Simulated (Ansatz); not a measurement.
Levels about the gap of amorphous Si₁₄Sn₁₀O₃₈ (62 atoms in a cell of 1036 Å³, 3.51 g/cm³; zone centre alone, so wide bands show as single levels with stretches between that a denser mesh fills), at the geometry that PBE relaxed, where it gives 0.0 GPa on a denser mesh. The participation number counts the atoms over which a state spreads; weights are charges in smoothed Voronoi cells. The levels come from a single point, so bond lengths are those of that geometry. Method of the levels: PBE, scalar-relativistic without spin-orbit coupling (Ansatz, an electronic-structure program). Sampling: the zone centre alone; Fermi-Dirac width 0.02 eV; no spin polarisation.

The cell was made by melting and quenching with the CHGNet potential and then relaxed with DFT. O atoms were pushed apart under 1.9 Å during the dynamics, to hinder bonds among them. The hot cell started wider than the set density and was brought back towards it in steps. It is the lowest in DFT energy of 2 quenches. It is a model cell: composition and starting density were chosen by hand, and all elements were melted together. No dispersion term was used. Its density started from a set value of 3.60 and ended at 3.51 g/cm³. The simulated quench (nominally 240 K/ps over its main leg) is rapid and tends to freeze in more defects than a deposited or slowly cooled glass has. Values belong to this one cell and scatter from quench to quench. Volume and shape were free in the relaxation.

| E - E(highest filled), eV | filling | participation number | largest on | weight Sn | weight O | weight Si |
|---|---|---|---|---|---|---|
| -0.68 | filled | 17.9 | Sn, 3 neighbours | 0.38 | 0.59 | 0.03 |
| -0.60 | filled | 15.4 | Sn, 3 neighbours | 0.42 | 0.56 | 0.03 |
| -0.48 | filled | 17.2 | Sn, 3 neighbours | 0.43 | 0.55 | 0.03 |
| -0.25 | filled | 20.1 | Sn, 3 neighbours | 0.43 | 0.54 | 0.03 |
| -0.18 | filled | 17.4 | Sn, 3 neighbours | 0.46 | 0.51 | 0.02 |
| -0.15 | filled | 15.8 | Sn, 3 neighbours | 0.43 | 0.55 | 0.03 |
| 0.00 | filled | 9.0 | Sn, 3 neighbours | 0.43 | 0.55 | 0.02 |
| 3.17 | empty | 13.4 | Sn, 3 neighbours | 0.55 | 0.41 | 0.04 |
| 3.25 | empty | 3.0 | Sn, 3 neighbours | 0.62 | 0.36 | 0.02 |
| 3.44 | empty | 11.0 | Sn, 3 neighbours | 0.53 | 0.43 | 0.04 |
| 3.49 | empty | 17.0 | Sn, 3 neighbours | 0.54 | 0.43 | 0.03 |
| 3.81 | empty | 16.5 | Sn, 3 neighbours | 0.53 | 0.43 | 0.04 |
| 3.85 | empty | 11.7 | Sn, 3 neighbours | 0.51 | 0.45 | 0.04 |
| 3.91 | empty | 11.6 | Sn, 3 neighbours | 0.53 | 0.44 | 0.04 |

Most localised among these is the empty level at +3.25 eV, on a Sn atom, which has 3 neighbours (O 2.15 Å, O 2.18 Å, O 2.55 Å).
